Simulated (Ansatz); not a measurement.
Worked calculations on one periodic cell of amorphous Si24O49Li2: Si24O49Li2, 75 atoms, volume 1111.5 Å³, made by a melt-quench on the CHGNet potential and relaxed with DFT. O atoms were pushed apart under 1.9 Å during the dynamics, to hinder bonds among them. It is a model cell: composition and starting density were chosen by hand, and all elements were melted together. Cycles of charging were run to anneal it. Level of theory: PBE, scalar-relativistic without spin-orbit coupling (plane waves to 420 eV, PAW; Ansatz, an electronic-structure program). Sampling: a 2×2×2 Γ-centred mesh; Fermi-Dirac width 0.02 eV; no spin polarisation. Its volume was held where the quench left it, its shape was free, and it stands at a mean pressure of 1.2 GPa with stress components up to 1.2 GPa; the relaxation ran on the zone centre alone. Its density went from a set 2.20 to 2.20 g/cm³. The cell is small and was quenched far faster than a real film, so it is one sample of the glass.

Count formal charges (Si +4, O -2, Li +1). What does the count lead one to expect at the Fermi level, and what does the calculation give?

24 × (+4) + 49 × (-2) + 2 × (+1) = 0. The charges balance, so the anion-derived valence states can be full and a gap can open. On this mesh the highest filled and lowest empty level lie 4.58 eV apart; localised defect or tail levels set that (at the zone centre the more localised edge state sits most on one O atom with neighbours Si 1.58 Å, Li 1.79 Å, Li 1.99 Å), and the nearest spread-out levels lie 5.6 eV apart.

Four energies for a hole at PBE on the zone centre alone (charged cells in a uniform background, spin-polarised): neutral at the neutral geometry -43552.014 eV; charged at the neutral geometry -43553.181 eV; charged and relaxed -43553.445 eV; neutral at the charged geometry -43551.568 eV.

Find the two relaxation energies and their sum, the reorganisation energy.

On charging: -43553.181 − (-43553.445) = 0.264 eV. On discharging: -43551.568 − (-43552.014) = 0.446 eV. The sum is 0.710 eV. The carrier's level spreads over 4 of the 75 atoms' worth, so it counts as localised, most on one O atom with neighbours Si 1.58 Å, Li 1.79 Å, Li 1.99 Å (neutral geometry). The values are uncorrected: the image energy of a point charge in this cell, 2.84 × 14.40 / (2 × 10.4) = 2.0 eV before screening, is screened by electrons alone at the fixed geometry and by ions too after relaxing, and the carrier can be spread before it relaxes, so each term can be off by up to that value times 1/ε∞, some tenths of an eV. PBE's self-interaction favours spread-out carriers, so a hybrid can localise more.
